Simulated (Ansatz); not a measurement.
**SmF3 (Pnma, No. 62)**

The numbers are results of r²SCAN+rVV10 (plane waves, PAW; Ansatz, a first-principles code), not measurements.

Numerical settings: plane-wave cutoff 500 eV, 6×6×10 k mesh (along the axes of the cell as run), Fermi–Dirac smearing 0.05 eV, spin-polarised with parallel moments, scalar-relativistic PAW data made under PBE.

Cell: relaxed at this level.

For SmF3 (Pnma, No. 62), the volume per atom is 12.70 Å³/atom.

Note: the magnetic order was assumed, not searched for or taken from measurement; the 4f shell is treated without U or exact exchange, so its levels and filling can be wrong.

Spin–orbit coupling is not included.

The computed numbers hold no vibrational or temperature effects.
